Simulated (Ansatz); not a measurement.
## Fe3B (space group Pnma, No. 62; ferromagnetic; a cell from a computed database, its experimental status unchecked)

```yaml
crystal:
  lattice:
    - [5.24677, 0.00000, 0.00000]
    - [0.00000, 6.52324, 0.00000]
    - [0.00000, 0.00000, 4.32056]
  atoms:
    - { symbol: Fe, position: [0.97825, 0.75000, 0.62381] }
    - { symbol: Fe, position: [0.02175, 0.25000, 0.37619] }
    - { symbol: Fe, position: [0.52175, 0.25000, 0.12381] }
    - { symbol: Fe, position: [0.47825, 0.75000, 0.87619] }
    - { symbol: Fe, position: [0.67960, 0.05240, 0.65191] }
    - { symbol: Fe, position: [0.32040, 0.94760, 0.34809] }
    - { symbol: Fe, position: [0.82040, 0.94760, 0.15191] }
    - { symbol: Fe, position: [0.17960, 0.05240, 0.84809] }
    - { symbol: Fe, position: [0.17960, 0.44760, 0.84809] }
    - { symbol: Fe, position: [0.82040, 0.55240, 0.15191] }
    - { symbol: Fe, position: [0.32040, 0.55240, 0.34809] }
    - { symbol: Fe, position: [0.67960, 0.44760, 0.65191] }
    - { symbol: B, position: [0.38672, 0.25000, 0.57763] }
    - { symbol: B, position: [0.61328, 0.75000, 0.42237] }
    - { symbol: B, position: [0.11328, 0.75000, 0.07763] }
    - { symbol: B, position: [0.88672, 0.25000, 0.92237] }
```

Computed with DFT with PBEsol, PAW potentials and a 420 eV plane-wave cutoff in Ansatz (an electronic-structure program), no spin-orbit coupling. Γ-centred 7×6×9 mesh, Fermi–Dirac width 0.05 eV.

```yaml
volume_per_atom: 9.24 Å³
density: 8.01 g/cm³
band_gap: zero
magnetic_state: ferromagnetic
total_energy: -3375.062 eV/atom (σ→0; compares only within this code and set-up)
```

Other magnetic orders, which the real material may have, were not ruled out. Whether these cells are dynamically stable was not tested.
